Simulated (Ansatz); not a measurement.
The starting structures come from a database of crystals and need not be the phases stable at ambient conditions.

Evanescent states of BeTe (P6_3mc, wurtzite, not sure to be the ambient phase, 4 atoms a cell, 22.8 Å³ an atom) along the normal of (111)

Method: r2SCAN (plane waves, PAW; Ansatz, a first-principles code).

No gap correction and no spin-orbit coupling; mid-gap values are interpolated between computed energies.

Energies count from the valence-band top; κ is the least over a 6×6 mesh across the current.

```json
[
 {"E (eV)": "0.07", "κ (1/Å)": "0.054", "where": "Γ"},
 {"E (eV)": "0.20", "κ (1/Å)": "0.091", "where": "Γ"},
 {"E (eV)": "0.33", "κ (1/Å)": "0.115", "where": "Γ"},
 {"E (eV)": "0.46", "κ (1/Å)": "0.133", "where": "Γ"},
 {"E (eV)": "0.58", "κ (1/Å)": "0.147", "where": "Γ"},
 {"E (eV)": "0.71", "κ (1/Å)": "0.159", "where": "Γ"},
 {"E (eV)": "0.84", "κ (1/Å)": "0.169", "where": "Γ"},
 {"E (eV)": "0.97", "κ (1/Å)": "0.178", "where": "Γ"},
 {"E (eV)": "1.10", "κ (1/Å)": "0.185", "where": "Γ"},
 {"E (eV)": "1.24", "κ (1/Å)": "0.192", "where": "Γ"},
 {"E (eV)": "1.36", "κ (1/Å)": "0.197", "where": "Γ"},
 {"E (eV)": "1.50", "κ (1/Å)": "0.193", "where": "off Γ"},
 {"E (eV)": "1.62", "κ (1/Å)": "0.183", "where": "off Γ"},
 {"E (eV)": "1.75", "κ (1/Å)": "0.172", "where": "off Γ"},
 {"E (eV)": "1.89", "κ (1/Å)": "0.159", "where": "off Γ"},
 {"E (eV)": "2.02", "κ (1/Å)": "0.145", "where": "off Γ"},
 {"E (eV)": "2.15", "κ (1/Å)": "0.129", "where": "off Γ"},
 {"E (eV)": "2.27", "κ (1/Å)": "0.109", "where": "off Γ"},
 {"E (eV)": "2.40", "κ (1/Å)": "0.084", "where": "off Γ"},
 {"E (eV)": "2.54", "κ (1/Å)": "0.044", "where": "off Γ"}
]
```

How thick must the barrier be to attenuate the transmission by 10^8 when the electrodes' Fermi level lies at 0.07 eV, and what attenuation does that film give at 0.71 eV?

d = 8 ln 10 / (2 × 0.054) = 170.6 Å. At 0.71 eV it gives 8 × 0.159/0.054 = 23.6 decades.
